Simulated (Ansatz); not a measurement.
## A computed series for Ge: element substitutions

Start from Ge in the diamond structure (space group Fd-3m, No. 227; a = 5.675 Å).

Each row replaces one element on all its sites; cell and atoms are relaxed.

The values are results of r2SCAN in Ansatz (plane waves to 500 eV, PAW, scalar-relativistic without spin-orbit coupling), not measurements.

```json
[
 {"case": "base", "shortest interatomic distance": "2.457 Å", "density": "5.28 g/cm³"},
 {"case": "Ge → Ru", "shortest interatomic distance": "…", "density": "…"},
 {"case": "Ge → Os", "shortest interatomic distance": "2.389 Å", "density": "15.04 g/cm³"},
 {"case": "Ge → Sn", "shortest interatomic distance": "2.843 Å", "density": "5.57 g/cm³"},
 {"case": "Ge → Pb", "shortest interatomic distance": "3.010 Å", "density": "8.19 g/cm³"}
]
```

Task: Complete the table.

Result: 
- Ge → Ru, shortest interatomic distance: 2.344 Å
- Ge → Ru, density: 8.46 g/cm³

Whether these cells are dynamically stable was not tested. As relaxed here, Ru and Os are hypothetical phases, not in the database extracts checked. For Pb in this form, whether it has been made was not checked. All final runs are without spin polarisation. This is not the structure that Pb has at room temperature and ambient pressure.

Ansatz is a program for electronic structure.
